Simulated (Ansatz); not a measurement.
TiB2: pressure series

Start from TiB₂ (space group P6/mmm, No. 191).

```xyz
3
Lattice="3.0318 0.0000 0.0000 -1.5159 2.6256 0.0000 0.0000 0.0000 3.2243" Properties=species:S:1:pos:R:3 pbc="T T T"
Ti     0.0000     0.0000     0.0000
B      0.0000     1.7504     1.6121
B      1.5159     0.8752     1.6121
```

Cell and atoms are relaxed at each pressure.

Level of theory: Ansatz (a program for electronic structure), PBE, PAW, cutoff 420 eV, without spin-orbit coupling, earlier PAW set.

| pressure (GPa) | volume per atom (Å³/atom) |
|---|---|
| -2 | 8.625 |
| -1 | 8.590 |
| 0 | 8.556 |
| 1.8 | 8.495 |
| 4.2 | 8.418 |
| 9 | 8.273 |
| 18 | ? |
| 45 | 7.456 |
| 60 | 7.206 |

Question: Fit the third-order Birch–Murnaghan form P(V) = (3B₀/2)[(V₀/V)^(7/3) − (V₀/V)^(5/3)]·[1 + (3/4)(B₀′ − 4)((V₀/V)^(2/3) − 1)] (squares taken in P) to the rows shown and predict the withheld row.

Answer: Least squares on the printed values gives V₀ = 8.556 Å³/atom, B₀ = 251 GPa, B₀′ = 3.9; this predicts 8.029 Å³/atom, and the run gives 8.029 Å³/atom, in agreement.

Load acts through the strain it causes; cell and atoms are relaxed under it. Stability against distortions was not tested. No other phases were tried under pressure. All final runs are without spin polarisation.
